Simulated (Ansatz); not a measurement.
AlN (model structure, started from the GeS type, Fm-3m, No. 225, 8 atoms in the cell; like a known high-pressure phase), treated with r²SCAN in Ansatz (plane waves, PAW).

Numerical settings: plane-wave cutoff 560 eV, 8×20×20 k mesh (along the axes of the cell as run), Fermi–Dirac smearing 0.05 eV, scalar-relativistic PAW data made under PBE.

The cell is the one relaxed with PBEsol. Conventional cell: a = 4.0453 Å, b = 4.0453 Å, c = 4.0453 Å, α = 90.00°, β = 90.00°, γ = 90.00°.

```
CELL_PARAMETERS angstrom
      8.09052     0.00000     0.00000
      0.00000     2.86043     0.00000
      0.00000     0.00000     2.86045
ATOMIC_POSITIONS crystal
  Al 0.12500 0.25000 0.25002
  Al 0.37500 0.75000 0.75002
  Al 0.87500 0.75000 0.74998
  Al 0.62500 0.25000 0.24998
  N  0.87500 0.25000 0.25000
  N  0.62500 0.75000 0.75000
  N  0.12500 0.75000 0.75000
  N  0.37500 0.25000 0.25000
```

### Question
List the 21 lowest band energies at Γ above −25 eV (eV, relative to the valence band maximum), grouping those that round alike.

### Answer
At Γ: -18.38, -16.75 (×2), -14.19, -7.53, -3.94 (×2), -2.89 (×2), -1.68 (×4), 0.00 (×3), 5.47, 6.01, 6.45, 8.24 (×2).

Note: cell and atoms aren't relaxed at this level (pressure -1.5 GPa).

A model structure was made by putting elements into a prototype or built by hand; it is no filed structure, need not be a known phase, and can be a saddle point held by its symmetry.

Ansatz is a first-principles code.
